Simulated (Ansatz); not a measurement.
Where the default PAW files enter, the runs use the earlier of Ansatz's two default sets.

The decay constant κ of evanescent states in the gap governs leakage through a thin film.

```xyz
9
Lattice="4.8182 0.0000 0.0000 -2.4091 4.1727 0.0000 0.0000 0.0000 5.4316" Properties=species:S:1:pos:R:3 pbc="T T T"
Si     1.2797     2.2165     1.8105
Si     2.2588     0.0000     0.0000
Si    -1.1294     1.9562     3.6211
O      0.2988     1.7237     2.9756
O      0.7669     3.5696     1.1650
O     -1.0657     3.0521     4.7861
O      2.7079     2.4490     2.4561
O      3.1760     0.6031     4.2666
O      1.3434     1.1206     0.6455
```

Space group of this cell: P3_221. The cell is strained (lengths across the current scaled by 0.98, ions clamped); by r2SCAN its mean pressure is 8.9 GPa.

Transport runs along the normal of the first two printed cell vectors, the (001) (indices of the unstrained crystal) plane of the conventional cell.

No gap correction and no spin-orbit coupling; mid-gap values are interpolated between computed energies.

Q: Compute, with r2SCAN (Ansatz, an electronic-structure program), the band gap and the smallest decay constant κ at mid-gap.

A: Gap 6.88 eV on a 12×12×6 mesh; κ = 0.526 1/Å, at the zone centre.
